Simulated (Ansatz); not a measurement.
# Electron-phonon data for IrO$_{2}$ (P4_2/mnm)

Consider the following.

```xyz
6
Lattice="4.4714 0.0000 0.0000 0.0000 4.4714 0.0000 0.0000 0.0000 3.1535" Properties=species:S:1:pos:R:3 pbc="T T T"
Ir     2.2357     2.2357     1.5767
Ir     0.0000     0.0000     0.0000
O      3.0907     3.0907     0.0000
O      1.3807     1.3807     0.0000
O      3.6164     0.8550     1.5767
O      0.8550     3.6164     1.5767
```

Method: PBEsol, DFPT electron-phonon coupling, linearised Boltzmann equation (plane waves, PAW, scalar-relativistic; Ansatz, a quantum-chemistry and plane-wave program). How the cell was made: relaxed with this functional, without spin-orbit coupling.

resistivity at 300 K: 7.0 (x), 7.0 (y), 11.3 (z) μΩ·cm
resistivity at 77 K: 0.34 (x), 0.34 (y), 0.51 (z) μΩ·cm
electron mean free path at 300 K (weighted by the current that each state carries): 17.3 (x), 17.3 (y), 14.2 (z) nm
electron-phonon coupling λ: 0.156
transport coupling λ_tr: 0.170 (x), 0.170 (y), 0.161 (z)
logarithmic mean phonon energy: 47 meV
density of states at the Fermi level: 1.39 states/(eV·spin·cell)
Drude plasma energy: 4.3 (x), 4.3 (y), 3.3 (z) eV
Tc for μ* = 0.10 (anisotropic Eliashberg): below 1 K
Tc for μ* = 0.13 (anisotropic Eliashberg): below 1 K

A metal at this level (no band gap). Only scattering by harmonic phonons is included (no impurities, grain boundaries, electron-electron scattering or thermal expansion). Spin-orbit coupling is left out, which matters with elements this heavy. The run warned that the eigensolver left some states short of its tolerance. Halving the electron mesh (20x20x28) moves the resistivity by up to 2 % at 300 K, the mean free path by up to 2 %, the coupling by up to 1 %. Smearing 0.20 eV; phonons on a 3x3x4 q mesh, which this run doesn't test and which matters most at low temperature. Tc comes from the anisotropic Migdal-Eliashberg equations with μ*, a chosen number, referred to 63 meV.
